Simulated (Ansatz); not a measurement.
```
CELL_PARAMETERS angstrom
      2.67045     0.00000     0.00000
      0.00000     2.67045     0.00000
      0.00000     0.00000     3.86130
ATOMIC_POSITIONS crystal
  V  0.50000 0.50000 0.50000
  Pt 0.00000 0.00000 0.00000
```

These are PBEsol, DFPT electron-phonon coupling, linearised Boltzmann equation (plane waves, PAW, scalar-relativistic; Ansatz, a quantum-chemistry and plane-wave program) values and carry that method's errors. Geometry: relaxed with this functional, without spin-orbit coupling.

Question: Estimate the phonon-limited resistivity at 300 K, by direction if it differs.

Answer: 12.0 μΩ·cm.

Question: And the electrons' mean free path at that temperature?

Answer: 8.5 (x), 8.5 (y), 8.9 (z) nm, weighted by the current that each state carries. Wires not much wider than this gain resistivity from their walls.

A metal at this level (no band gap). Only scattering by harmonic phonons is included (no impurities, grain boundaries, electron-electron scattering or thermal expansion). Spin-orbit coupling is left out, which matters with elements this heavy. Halving the electron mesh (32x32x24) moves the resistivity by up to 3 % at 300 K, the mean free path by up to 3 %. Smearing 0.20 eV; phonons on a 5x5x4 q mesh, which this run doesn't test.

Formula and space group known from diffraction (Crystallography Open Database), not checked to be the room-temperature form: VPt (P4/mmm). Treated as nonmagnetic (a ferromagnetic start lost its moment, other orders weren't tried): VPt (P4/mmm).
